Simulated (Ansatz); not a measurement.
Here is the system:

```
TiO2
1.0
   -1.94521     1.94521     4.77588
    1.94521    -1.94521     4.77588
    1.82457     1.82457    -4.77588
Ti O
2 4
Direct
  0.50000   0.50000   0.00000
  0.25000   0.75000   0.50000
  0.29266   0.29266   0.00000
  0.04266   0.54266   0.50000
  0.45734   0.95734   0.50000
  0.70734   0.70734   0.00000
```

No spin polarisation.

Calculations: PBEsol, PAW, 420 eV (Ansatz, an electronic-structure program; without spin-orbit coupling). Settings: 12×12×12 k-points, 0.05 eV Fermi–Dirac smearing.

Problem. Predict the stress and band gap.

Solution. The stress (xx, yy, zz, yz, xz, xy; compression positive) is (0.04, 0.04, 0.17, 0.00, 0.00, 3.88) GPa and the band gap is 2.06 eV.

The cells carry an imposed strain or load. Stability against distortions was not tested. The final runs are not spin-polarised. The cell was made from TiO₂ in the anatase structure (space group I4_1/amd, No. 141) by this change: tensor shear ε_xy = −3.20 %.
